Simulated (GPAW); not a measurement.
GPAW run on Ag₃As (P6_3/mmc, 8 atoms in the cell): self-consistent single point.

Computed with PBEsol, GPAW PAW datasets PBEsol (made by gpaw-setup) (plane waves; GPAW).

```xyz
8
Lattice="5.9400 0.0000 0.0000 -2.9700 5.1442 0.0000 0.0000 0.0000 4.8004" Properties=species:S:1:pos:R:3 pbc="T T T"
Ag     1.4845     0.8571     3.6003
Ag     1.4856     4.2872     1.2001
Ag     0.0000     1.7141     1.2001
Ag     2.9700     3.4301     3.6003
Ag     4.4556     0.8571     3.6003
Ag    -1.4856     4.2872     1.2001
As     2.9700     1.7147     1.2001
As     0.0000     3.4295     3.6003
```

Reference input (self-consistent single point, DFT LDA (Perdew-Wang 92), plane waves, GPAW PAW datasets LDA (gpaw-data 1.0.1)): mode = pw; ecut = 600 eV; xc = LDA; kpts = 4 4 4; mesh shift (steps) = 0 0 0; occupations.name = fermi-dirac; occupations.width = 0.1 eV; nbands = -16; convergence.density = 1e-05 e/electron; convergence.energy = 1e-05 eV/electron; symmetry.symmorphic = false; symmetry.tolerance = 0.0005. This run's input differs from it in these lines:

```diff
@@ -19,3 +19,3 @@
 calc = GPAW(mode=PW(600),
-            xc='LDA',
+            xc='PBEsol',
             kpts={'size': (4, 4, 4), 'gamma': True},
```

Its files differ too (potentials: GPAW PAW datasets PBEsol (made by gpaw-setup)).

The program printed (abridged):

```
     iter     time        total  log10-change:
                         energy   eigst   dens
iter:   1 --:--:--   -31.890599
iter:   2 --:--:--   -31.366442   -2.23  -1.49
iter:   3 --:--:--   -30.088059   -1.76  -1.53
iter:   4 --:--:--   -30.062075   -3.26  -1.85
iter:   5 --:--:--   -30.010582   -2.74  -1.86
iter:   6 --:--:--   -30.099024   -3.03  -2.37
iter:   7 --:--:--   -29.984293   -3.11  -2.27
iter:   8 --:--:--   -29.982828   -4.72  -3.00
iter:   9 --:--:--   -29.981081   -4.67  -3.12
iter:  10 --:--:--   -29.981056   -6.01  -3.72
iter:  11 --:--:--   -29.981109c  -6.10  -3.79
iter:  12 --:--:--   -29.981068c  -6.59  -3.97
iter:  13 --:--:--   -29.981060c  -7.54c -4.35
iter:  14 --:--:--   -29.981043c  -7.60c -4.37
iter:  15 --:--:--   -29.981042c  -8.78c -4.80
iter:  16 --:--:--   -29.981042c  -8.78c -4.85
iter:  17 --:--:--   -29.981042c  -8.83c -4.87
iter:  18 --:--:--   -29.981042c  -8.59c -4.89
iter:  19 --:--:--   -29.981042c  -9.93c -5.02c
Converged after 19 iterations.

Dipole moment: (0.000000, -0.000000, 0.000000) |e|*Ang

Energy contributions relative to reference atoms: (reference = -990092.691621)

Kinetic:        -16.760508
Potential:       +7.025269
External:        +0.000000
XC:             -21.153759
Entropy (-ST):   -0.103625
Local:           +0.959768
SIC:             +0.000000
--------------------------
Free energy:    -30.032855
Extrapolated:   -29.981042

Showing only first 2 kpts
 Kpt  Band  Eigenvalues  Occupancy
  0    54      6.37731    1.99998
  0    55      6.37733    1.99998
  0    56      8.09524    0.00918
  0    57      8.29299    0.00128

  1    54      6.05421    2.00000
  1    55      6.12675    2.00000
  1    56      6.12677    2.00000
  1    57      9.79950    0.00000

Fermi level: 7.55727

No gap
   [... lines left out ...]
  2 Ag    0.00000   -0.07146   -0.00000
  3 Ag    0.00000    0.07146    0.00000
  4 Ag    0.06188   -0.03573    0.00000
  5 Ag   -0.06188    0.03573   -0.00000
  6 As   -0.00000    0.00000    0.00000
  7 As    0.00000   -0.00000    0.00000

Stress tensor:
     0.040354     0.000000     0.000000
     0.000000     0.040354     0.000000
     0.000000     0.000000     0.041053
Stress (GPa, Voigt): [6.4654 6.4654 6.5774 0.     0.     0.    ]
```

The run converged in 19 iterations. GPAW prints stress with tension positive. Against the reference run the pressure goes from -9.95 to -6.50 GPa and the largest force goes from 0.100 to 0.071 eV/Å.

The starting cell comes from a database of computed structures (which also holds hypothetical and non-ambient phases and stackings), without a prior relaxation at this level. With a pressure of about -7 GPa the cell is away from its equilibrium volume at this level. The run gives no clean gap (levels at the Fermi energy touch, overlap or are partly filled at this smearing), which alone does not show that the compound is a metal.

Cost on one core of a shared machine: roughly 2 min.
